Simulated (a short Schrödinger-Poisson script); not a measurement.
Stack: MOS inversion layer, SiO2 on p-type GaAs, at 300 K.

```tsv
layer	material	thickness (nm)	Na (cm⁻³)
1	SiO2	2.6	-
2	GaAs	390	1.6e18
```

The device is made up for the run: typed textbook-type constants, with dimensions and the other settings drawn at random. SiO2: permittivity 3.9, conduction-band edge (eV) 3.17, gap (eV) 9, electron mass (mₑ) 0.5. GaAs: permittivity 12.9, conduction-band edge (eV) 0, gap (eV) 1.424, Nv at 300 K (cm⁻³) 9e18.

Channel valleys (confinement mass, in-plane density-of-states mass, number): Γ 0.067, 0.067, 1. At the gate the conduction-band edge of layer 1 lies 3.79 eV − eVg above the Fermi level of the channel; the field vanishes at the back. Gaps are held at their typed values at every temperature. Mesh 0.03 nm at interfaces.

From a short Schrödinger-Poisson script (our own, NumPy): 1D Poisson equation in equilibrium, electrons quantum, Hartree (BenDaniel-Duke, 12 states a valley, the channel's in-plane mass for all, wave functions free to enter the dielectric), parabolic valleys, classical holes, full ionisation, no traps, pinning or gate leakage.

The same stack at other levels of the model or other numerical settings:

```
run                                                                  sheet density of all electrons at Vg = 2.7 V (cm⁻²)  sheet density of all electrons at Vg = 1.5 V (cm⁻²)  capacitance at Vg = 2.7 V (μF/cm²)  centroid of the channel electrons at Vg = 2.7 V (nm)  rough cost against the base
-------------------------------------------------------------------  ---------------------------------------------------  ---------------------------------------------------  ----------------------------------  ----------------------------------------------------  ---------------------------
base                                                                                                             5.86e12                                               9.78e9                               0.947                                                  1.81                      about 1
electrons treated as classical, Boltzmann                                                                            [?]                                              6.81e11                                1.28                                                  0.25                         0.05
electrons treated as classical, Fermi-Dirac                                                                      6.07e12                                                  [?]                               0.942                                                  1.45                          0.3
electrons treated as quantum, Hartree plus LDA exchange-correlation                                              6.05e12                                              1.12e10                               0.955                                                  1.79                            1
mesh six times as coarse                                                                                         5.79e12                                               7.74e9                               0.944                                                   [?]                          0.2
one subband a valley                                                                                             5.85e12                                               9.78e9                               0.944                                                  1.81                          0.6
```

Q: Complete the blanks.

A: 
- electrons treated as classical, Boltzmann, sheet density of all electrons at Vg = 2.7 V (cm⁻²): 9.81e12
- mesh six times as coarse, centroid of the channel electrons at Vg = 2.7 V (nm): 1.85
- electrons treated as classical, Fermi-Dirac, sheet density of all electrons at Vg = 1.5 V (cm⁻²): 3.21e11

The classical rows ignore confinement, and Boltzmann statistics overrate the density once the band edge passes the Fermi level.

Above a few 1e12 electrons/cm² a light Γ valley is non-parabolic and upper valleys begin to fill, which the model leaves out.
